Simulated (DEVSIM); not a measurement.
Device: abrupt Si n-p junction, at 250 K.

```tsv
layer (left to right)	material	thickness (μm)	Nd (cm⁻³)	Na (cm⁻³)	τn (s)	τp (s)
1	Si	23.0	5.2e18	-	2e-7	2e-7
2	Si	200	-	7.6e16	2e-7	2e-7
```

Left contact: ohmic. Right contact: ohmic. Voltage is applied to the left contact. Recombination: SRH at mid-gap, Auger. Gap narrowing is on: ΔEg = 6.92 meV × (l + √(l² + 0.5)), l = ln(N/1.3e17 cm⁻³), shared equally by both band edges. Mobility is μmin + (μ − μmin)/(1 + (N/Nref)^α).

Constants are typed, rounded textbook-type inputs, not results; the design itself was drawn at random and stands for no fabricated device. Values at 300 K; Nc and Nv go as T^1.5, mobilities as T to minus their exponent, the gap by Varshni's rule with the affinity fixed.

```
parameter               Si
----------------  --------
gap (eV)             1.124
affinity (eV)         4.05
permittivity          11.7
Nc (cm⁻³)          2.86e19
Nv (cm⁻³)           3.1e19
μn (cm²/Vs)           1417
μp (cm²/Vs)            470
μn,min                  52
μp,min                  45
Nref,n              9.7e16
Nref,p              2.2e17
αn                    0.68
αp                    0.72
T exponent of μn       2.3
T exponent of μp       2.2
Cn (cm⁶/s)         2.8e-31
Cp (cm⁶/s)         9.9e-32
Varshni α (eV/K)  0.000473
Varshni β (K)          636
```

DEVSIM, 1D drift-diffusion, Boltzmann statistics, complete ionisation; no tunnelling, impact ionisation, image-force lowering or self-heating.

The doping Nd of layer 1 was swept, all else fixed.

```json
[
 {"doping Nd of layer 1 (cm^-3)": "1.6e17", "dark forward voltage at 1 A/cm² (V)": "0.780", "largest field in the device at zero bias (V/cm)": "120000", "dark forward voltage at 100 A/cm² (V)": "1.151", "potential step across the device at zero bias (V)": "0.902"},
 {"doping Nd of layer 1 (cm^-3)": "5.2e17", "dark forward voltage at 1 A/cm² (V)": "0.783", "largest field in the device at zero bias (V/cm)": "130000", "dark forward voltage at 100 A/cm² (V)": "1.146", "potential step across the device at zero bias (V)": "0.921"},
 {"doping Nd of layer 1 (cm^-3)": "1.6e18", "dark forward voltage at 1 A/cm² (V)": "0.784", "largest field in the device at zero bias (V/cm)": "140000", "dark forward voltage at 100 A/cm² (V)": "1.143", "potential step across the device at zero bias (V)": "0.937"},
 {"doping Nd of layer 1 (cm^-3)": "5.2e18", "dark forward voltage at 1 A/cm² (V)": "0.785", "largest field in the device at zero bias (V/cm)": "150000", "dark forward voltage at 100 A/cm² (V)": "1.141", "potential step across the device at zero bias (V)": "0.955"}
]
```

From the first row to the last the dark forward voltage at 1 A/cm² goes from 0.780 to 0.785. From the first row to the last the largest field in the device at zero bias goes from 120000 to 150000.
